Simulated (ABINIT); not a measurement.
```yaml
crystal:
  lattice:
    - [0.00000, 2.00805, 2.00805]
    - [2.00805, 0.00000, 2.00805]
    - [2.00805, 2.00805, 0.00000]
  atoms:
    - { symbol: Pt, position: [0.00000, 0.00000, 0.00000] }
```

Computed with PBE, PAW (JTH v2.0 PBE PAW) (plane waves; ABINIT).

The set-up and first iterations of an ABINIT log for Pt (Fm-3m, 1 atom in the cell):

```
 Symmetries : space group Fm -3 m (#225); Bravais cF (face-center cubic)

 -outvars: echo values of preprocessed input variables --------
            acell      5.3664633911E+00  5.3664633911E+00  5.3664633911E+00 Bohr
             ecut      2.10000000E+01 Hartree
           enunit           1
              ixc          11
         kptrlatt       11    0    0      0   11    0      0    0   11
          kptrlen      5.90310973E+01
            natom           1
            nband          10
            ngfft          24      24      24
          ngfftdg          32      32      32
             nkpt          56
            nstep          80
             nsym          48
           ntypat           1
           occopt           3
        pawecutdg      4.20000000E+01 Hartree
         pawxcdev           0
            rprim      0.0000000000E+00  7.0710678120E-01  7.0710678120E-01
   [... lines left out ...]
           tolvrs      1.00000000E-10
           tsmear      1.10247976E-02 Hartree
            typat      1
           useylm           1
            znucl       78.00000

== DATASET  1 ==================================================================

 Exchange-correlation functional for the present dataset will be:
  GGA: Perdew-Burke-Ernzerhof functional - ixc=11
 Citation for XC functional:
  J.P.Perdew, K.Burke, M.Ernzerhof, PRL 77, 3865 (1996)

 Real(R)+Recip(G) space primitive vectors, cartesian coordinates (Bohr,Bohr^-1):
 R(1)=  0.0000000  3.7946627  3.7946627  G(1)= -0.1317640  0.1317640  0.1317640
 R(2)=  3.7946627  0.0000000  3.7946627  G(2)=  0.1317640 -0.1317640  0.1317640
 R(3)=  3.7946627  3.7946627  0.0000000  G(3)=  0.1317640  0.1317640 -0.1317640
 Unit cell volume ucvol=  1.0928222E+02 bohr^3
 Angles (23,13,12)=  6.00000000E+01  6.00000000E+01  6.00000000E+01 degrees

 Coarse grid specifications (used for wave-functions):

 getcut: wavevector=  0.0000  0.0000  0.0000  ngfft=  24  24  24
         ecut(hartree)=     21.000   => boxcut(ratio)=   2.16795

 Fine grid specifications (used for densities):

 getcut: wavevector=  0.0000  0.0000  0.0000  ngfft=  32  32  32
         ecut(hartree)=     42.000   => boxcut(ratio)=   2.04396

   3.18926860E+02                                ecore*ucvol(ha*bohr**3)

_setup2: Arith. and geom. avg. npw (full set) are     502.199     502.165
--- !BeginCycle
solver: {iscf: 17, nstep: 80, nline: 4, wfoptalg: 10, }
tolerances: {tolvrs: 1.00E-10, }
...

     iter   Etot(hartree)      deltaE(h)  residm     nres2
 ETOT  1  -26.910167334863    -2.691E+01 5.945E-01 1.152E+01
 ETOT  2  -27.064321215915    -1.542E-01 7.500E-02 7.390E+00
 ETOT  3  -27.030172490308     3.415E-02 2.670E-02 9.937E-01
 ETOT  4  -27.029085137331     1.087E-03 9.526E-03 1.877E-01
 ETOT  5  -27.029279287018    -1.941E-04 4.804E-03 4.396E-02
```

**Question.** How does the run end?

**Answer.** The run converged in 33 iterations. Its thresholds were met; that alone does not show that basis and mesh suffice. It ends on: free energy E − TS -735.51 eV; Fermi level (on the code's own zero) 8.23 eV; pressure -5.50 GPa. The log goes on:

```
   [... 24 lines left out ...]
 ETOT 30  -27.029395007658    -5.613E-13 2.671E-05 1.209E-09
 ETOT 31  -27.029395007656     1.979E-12 2.197E-05 1.657E-10
 ETOT 32  -27.029395007656    -6.004E-13 2.514E-05 1.628E-10
 ETOT 33  -27.029395007656    -2.061E-13 1.589E-05 2.391E-11
 At SCF step   33       nres2   =  2.39E-11 < tolvrs=  1.00E-10 =>converged.

 Cartesian components of stress tensor (hartree/bohr^3)
  sigma(1 1)=  1.87107302E-04  sigma(3 2)=  0.00000000E+00
  sigma(2 2)=  1.87107302E-04  sigma(3 1)=  0.00000000E+00
  sigma(3 3)=  1.87107302E-04  sigma(2 1)=  0.00000000E+00

 ----iterations are completed or convergence reached----

 reduced coordinates (array xred) for    1 atoms
       0.000000000000      0.000000000000      0.000000000000
 cartesian forces (eV/Angstrom) at end:
    1     -0.00000000000000    -0.00000000000000    -0.00000000000000
 frms,max,avg= 0.0000000E+00 0.0000000E+00   0.000E+00  0.000E+00  0.000E+00 e/A
 length scales=  5.366463391100  5.366463391100  5.366463391100 bohr
              =  2.839810117303  2.839810117303  2.839810117303 angstroms
 Fermi (or HOMO) energy (eV) =   8.22839   Average Vxc (eV)= -12.10300
 Eigenvalues (   eV  ) for nkpt=  56  k points:
   [... lines left out ...]
local_psp           : -9.65075545190698E+00
internal            : -2.70163958481781E+01
'-kT*entropy'       : -1.29950110235290E-02
total_energy        : -2.70293908592017E+01
total_energy_eV     : -7.35507130171712E+02
...

-Cartesian components of stress tensor (GPa)         [Pressure= -5.5049E+00 GPa]
- sigma(1 1)=  5.50488596E+00  sigma(3 2)=  0.00000000E+00
- sigma(2 2)=  5.50488596E+00  sigma(3 1)=  0.00000000E+00
- sigma(3 3)=  5.50488596E+00  sigma(2 1)=  0.00000000E+00

 Calculation completed.
```

For comparison: a first run was changed to give this one (tsmear: 0.05 eV → 0.3 eV), and from it to this one the free energy goes down by 208 meV/atom and the pressure goes from -7.80 to -5.50 GPa.

The starting cell comes from a database of computed structures (which also holds hypothetical and non-ambient phases and stackings), without a prior relaxation at this level. Its lattice was rescaled by a random factor within 2.5 % of one. Spin polarisation is off. With a pressure of about -6 GPa the cell is away from its equilibrium volume at this level.

The run was DFT, PBE, plane waves, PAW (JTH v2.0 PBE PAW). Main settings of its input:

* **pseudos**: [Pt.GGA_PBE-JTH.xml]
* **ecut**: 42 Ry
* **pawecutdg**: 84 Ry
* **pawxcdev**: 0
* **ixc**: 11
* **occopt**: 3
* **tsmear**: 0.3 eV
* **ngkpt**: 11 11 11
* **nshiftk**: 1
* **shiftk**: 0 0 0
* **potentials**: JTH v2.0 PBE PAW
* **nband**: 10
